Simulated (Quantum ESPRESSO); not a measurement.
Quantum ESPRESSO run on Sn (I4_1/amd, 2 atoms in the cell): self-consistent single point.

Computed with PBE, spin-orbit coupling, PseudoDojo fully relativistic norm-conserving (PBE) pseudopotentials (plane waves; Quantum ESPRESSO).

```
Sn
1.0
   -2.99512     2.99512     1.62921
    2.99512    -2.99512     1.62921
    2.99512     2.99512    -1.62921
Sn
2
Direct
  0.75000   0.25000   0.50000
  0.00000   0.00000   0.00000
```

Reference input (self-consistent single point, DFT, PBE, plane waves, GBRV 1.5 ultrasoft (PBE) pseudopotentials): ecutwfc = 40 Ry; ecutrho = 200 Ry; occupations = smearing; smearing = gauss; degauss = 0.0036749 Ry; potentials = {Sn: sn_pbe_v1.4.uspp.F.UPF}; K_POINTS = automatic 8 8 8 0 0 0; conv_thr = 1e-10 Ry. This run's input differs from it in these lines:

```diff
@@ -13,4 +13,3 @@
     ntyp = 1,
-    ecutwfc = 40,
-    ecutrho = 200,
+    ecutwfc = 75,
     occupations = 'smearing',
@@ -18,2 +17,4 @@
     degauss = 0.0036749,
+    noncolin = .true.,
+    lspinorb = .true.,
 /
@@ -23,3 +24,3 @@
 ATOMIC_SPECIES
-Sn   118.7100  sn_pbe_v1.4.uspp.F.UPF
+Sn   118.7100  Sn.upf
 CELL_PARAMETERS {angstrom}
```

The program printed (abridged):

```
     Self-consistent Calculation

     iteration #  1     ecut=    75.00 Ry     beta= 0.70

---- Real-time Memory Report at c_bands before calling an iterative solver
           368 MiB given to the printing process from OS
           343 MiB allocation reported by mallinfo(arena+hblkhd)
------------------

     Threshold (ethr) on eigenvalues was too large:
     Diagonalizing with lowered threshold

---- Real-time Memory Report at c_bands before calling an iterative solver
           391 MiB given to the printing process from OS
           351 MiB allocation reported by mallinfo(arena+hblkhd)
------------------

   [... lines left out ...]

---- Real-time Memory Report at c_bands before calling an iterative solver
           435 MiB given to the printing process from OS
           407 MiB allocation reported by mallinfo(arena+hblkhd)
------------------

     total energy              =    -315.19066734 Ry
     estimated scf accuracy    <          3.1E-10 Ry

     iteration #  8     ecut=    75.00 Ry     beta= 0.70

---- Real-time Memory Report at c_bands before calling an iterative solver
           439 MiB given to the printing process from OS
           411 MiB allocation reported by mallinfo(arena+hblkhd)
------------------
     End of self-consistent calculation

     the Fermi energy is     9.9231 ev

!    total energy              =    -315.19066734 Ry
     estimated scf accuracy    <          2.5E-12 Ry
     smearing contrib. (-TS)   =      -0.00011769 Ry
     internal energy E=F+TS    =    -315.19054965 Ry

     convergence has been achieved in   8 iterations

     Forces acting on atoms (cartesian axes, Ry/au):

     atom    1 type  1   force =     0.00000000    0.00000000    0.00000000
     atom    2 type  1   force =     0.00000000    0.00000000    0.00000000

     Total force =     0.000000     Total SCF correction =     0.000000

          total   stress  (Ry/bohr**3)                   (kbar)     P=      -11.54
  -0.00010339   0.00000000   0.00000000          -15.21        0.00        0.00
   0.00000000  -0.00010339   0.00000000            0.00      -15.21        0.00
   0.00000000   0.00000000  -0.00002853            0.00        0.00       -4.20

   JOB DONE.
```

The run converged in 8 iterations. Against the reference run the pressure goes from -1.26 to -1.15 GPa.

The starting cell comes from a database of computed structures (which also holds hypothetical and non-ambient phases and stackings), without a prior relaxation at this level. Its lattice was rescaled by a random factor within 2.5 % of one.

Cost on one core of a shared machine: roughly 7 min.
